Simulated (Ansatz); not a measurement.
The starting structures come from a database of crystals and need not be the phases stable at ambient conditions.

By PBEsol, the system below comes out a metal.

The ballistic (Sharvin) conductance counts the channels at the Fermi level: G/A = (e²/h) × channels of both spins per area.

Input:

```
NbB2
1.0
    3.11109     0.00000     0.00000
   -1.55554     2.69428     0.00000
    0.00000     0.00000     3.34521
Nb B
1 2
Cartesian
  0.00000   0.00000   0.00000
  0.00000   1.79619   1.67260
  1.55555   0.89810   1.67260
```

Space group of this cell: P6/mmm. The cell is taken as given; by PBEsol its mean pressure is -7.5 GPa.

The current flows along the normal of the first two printed cell vectors, the (001) plane of the conventional cell. No spin-orbit coupling; the value is a mean over 0.1 eV about the Fermi level.

Question: Estimate the ballistic conductance per area that PBEsol run with Ansatz (a program for electronic structure) returns for this system.

Answer: 1.2 × 10¹⁵ S/m² for both spins.
